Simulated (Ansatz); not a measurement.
Ansatz (a first-principles code) run on LaNi2Ge2 (I4mm, 5 atoms in the cell): self-consistent single point.

Method: LDA (PW92), default PAW files made with PBE (plane waves; Ansatz).

The change in words: lattice scaled by 0.98; basis.ecutrho_ratio: default → 6. Reference geometry:
```
La(NiGe)2
1.0
   -2.09844     2.09844     4.95560
    2.09844    -2.09844     4.95560
    2.09844     2.09844    -4.95560
La Ni Ge
1 2 2
Direct
  0.00505   0.00505   0.00000
  0.25000   0.75000   0.50000
  0.75000   0.25000   0.50000
  0.63661   0.63661   0.00000
  0.36339   0.36339   0.00000
```

Reference input (self-consistent single point, DFT, LDA (PW92), plane waves, default PAW files made with PBE): basis.ecutwfc = 30.9 Ry; kpoints.mp_grid.grid = 6 6 6; hamiltonian.xc = lda; hamiltonian.pseudopotentials = {kind: paw} (the program's default PAW files); scf.occupations.method = gaussian; scf.occupations.width = 0.0073 Ry. This run's input differs from it in these lines:

Ansatz 0.2 input:
```diff
@@ -2,5 +2,5 @@
   lattice:
-    - [-2.098441, 2.098441, 4.955597]
-    - [2.098441, -2.098441, 4.955597]
-    - [2.098441, 2.098441, -4.955597]
+    - [-2.056472, 2.056472, 4.856485]
+    - [2.056472, -2.056472, 4.856485]
+    - [2.056472, 2.056472, -4.856485]
   atoms:
@@ -13,2 +13,3 @@
   ecutwfc: 30.9 Ry
+  ecutrho_ratio: 6
 kpoints:
```

Output, abridged:

```
SCF iter   1: F=—  HF=-26058.041594 eV  |F-HF|=—  |Δ(HF+E_count)|=         —  Δρ=9.83e-3  dr2=3.90e-2  ethr=1.77e-3  ⟨swp⟩=5.7  Hψ=4559  notcnv=0
all-band conjugate gradients solve this SCF's bands
preconditioner: auto → Kerker (q_TF=auto, 2.687 Å⁻¹)
SCF iter   2: F=—  HF=-26058.030941 eV  |F-HF|=—  |Δ(HF+E_count)|=   1.07e-2  Δρ=3.43e-3  dr2=1.27e-2  ethr=5.20e-5  ⟨swp⟩=2.0  Hψ=2843  notcnv=0  defer=33
   [... lines left out ...]
SCF iter   5: F=—  HF=-26058.027097 eV  |F-HF|=—  |Δ(HF+E_count)|=   3.84e-5  Δρ=1.30e-4  dr2=1.21e-5  ethr=8.00e-8  ⟨swp⟩=2.2  Hψ=2251  notcnv=0  defer=33
SCF iter   6: F=—  HF=-26058.027091 eV  |F-HF|=—  |Δ(HF+E_count)|=   5.60e-6  Δρ=3.71e-5  dr2=1.95e-6  ethr=1.61e-8  ⟨swp⟩=2.8  Hψ=2543  notcnv=0  defer=33
SCF iter   7: F=—  HF=-26058.027091 eV  |F-HF|=—  |Δ(HF+E_count)|=   3.20e-7  Δρ=1.38e-5  dr2=1.38e-7  ethr=2.61e-9  ⟨swp⟩=2.0  Hψ=2003  notcnv=0  defer=33
SCF iter   8: F=-26058.027091 eV  HF=-26058.027091 eV  |F-HF|=3.21e-9  |Δ(HF+E_count)|=   2.39e-8  Δρ=2.33e-6  dr2=5.13e-9  ethr=1.33e-10  ⟨swp⟩=9.9  Hψ=5851  notcnv=0
SCF 1 converged in 8 iterations: F = -26058.027091 eV  dr2 = 5.13e-9
Free energy (F): -26058.027091 eV
Internal energy: -26058.006937 eV  (E = F + TS)
E sigma→0 (E₀):  -26058.017014 eV
Entropy (-TS):   -0.020154 eV (-4.031 meV/atom)
Fermi energy:    14.564202 eV
--- Forces (eV/Å), atoms counted from 1 ---
  atom   1  La    -0.00000000     0.00000000    -0.30925769
  atom   2  Ni     0.00000000     0.00000000     0.08037188
  atom   3  Ni     0.00000000    -0.00000000     0.08037188
  atom   4  Ge    -0.00000000     0.00000000    -0.08469120
  atom   5  Ge     0.00000000    -0.00000000     0.23320774
--- Stress (GPa, compression-positive) ---
        0.518650      -0.000000      -0.000000
       -0.000000       0.518650      -0.000000
       -0.000000      -0.000000      -0.046924
  P = ⅓ Tr σ = 0.3301 GPa (3.301 kbar)
  The stress holds the Pulay correction. Without it, at fixed plane waves, as pw.x and ABINIT print it: P = 0.2796 GPa
```

The run converged in 8 iterations. Against the reference run the free energy goes down by 22.5 meV/atom, the pressure goes from -6.92 to 0.33 GPa and the largest force goes from 0.235 to 0.309 eV/Å.

The starting cell comes from a database of computed structures (which also holds hypothetical and non-ambient phases and stackings), without a prior relaxation at this level. Its lattice was rescaled by up to half a per cent. One atom was moved a little off its site on purpose. For this run, on top of that: lattice scaled by 0.98. Spin polarisation is off. Ansatz's pressure includes its estimate of the finite-basis (Pulay) stress.
